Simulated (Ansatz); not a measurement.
Results of HSE06 (Ansatz, a program for electronic structure, PAW) for zinc-blende NaCl (model structure).

Run with plane-wave cutoff 500 eV, 6×6×6 k mesh, gaussian smearing 0.02 eV, scalar-relativistic PAW data made under PBE.

Cell (relaxed at this level):

NaCl has the cubic space group F-43m (No. 216), the zinc blende structure, Pearson symbol cF8. Lattice parameters: a = b = c = 6.2147 Å, α = β = γ = 90.00°. Na on 4a is surrounded by 4 Cl at 2.691 Å (tetrahedral). Cl on 4d is coordinated by 4 Na at 2.691 Å (tetrahedral). (Neighbours: up to the widest gap in distance over summed covalent radii, below 1.35, at either atom; cation-cation and far metal-metal contacts left out.)
(The calculation used a cell of 2 atoms; values per cell refer to that cell.)

Task: What does this level give for the band gap?

Result: 
band gap: 6.20 eV (on the SCF k mesh)

Note: the relaxation could raise the start's symmetry but not lower it, so the cell can be a saddle point.

The computed numbers hold no vibrational or temperature effects.

A model structure was made by putting elements into a prototype or built by hand; it is no filed structure, need not be a known phase, and can be a saddle point held by its symmetry.
